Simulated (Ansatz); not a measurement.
Base system: Ge2Sb2Te5 (space group P-3m1, No. 164; a = 4.294 Å, c = 17.636 Å).

Structures relaxed with PBE/PAW in Ansatz (a quantum-chemistry and plane-wave program), no SOC, earlier PAW set.

Base:

Simulated powder pattern, Mo Kα, λ = 0.71073 Å (kinematic, ideal powder, no thermal factors, no anomalous dispersion; the 8 strongest lines at most, above 2 %, up to 2θ = 40°):

```tsv
2θ (°)	I/Imax (%)	hkl
12.99	100	(103)
14.36	18	(104)
17.73	21	(016)
19.06	48	(110)
19.62	26	(017)
23.13	21	(023)
30.14	20	(213)
30.23	21	(1 1 10)
```

Perturbation: cell and atoms relaxed at a pressure of 2.1 GPa.

Predict the new powder pattern.


Simulated powder pattern, Mo Kα, λ = 0.71073 Å (kinematic, ideal powder, no thermal factors, no anomalous dispersion; the 8 strongest lines at most, above 2 %, up to 2θ = 40°):

```tsv
2θ (°)	d (Å)	I/Imax (%)	hkl
13.27	3.077	100	(103)
18.29	2.236	30	(016)
19.30	2.120	42	(110)
20.28	2.018	10.0	(017)
23.49	1.746	22	(023)
26.71	1.538	10	(206)
30.58	1.348	19	(213)
33.17	1.245	10	(126)
```

The indices refer to the base's conventional cell; one index is shown for lines that coincide.

Load acts through the strain it causes; cell and atoms are relaxed under it. Stability against distortions was not tested.
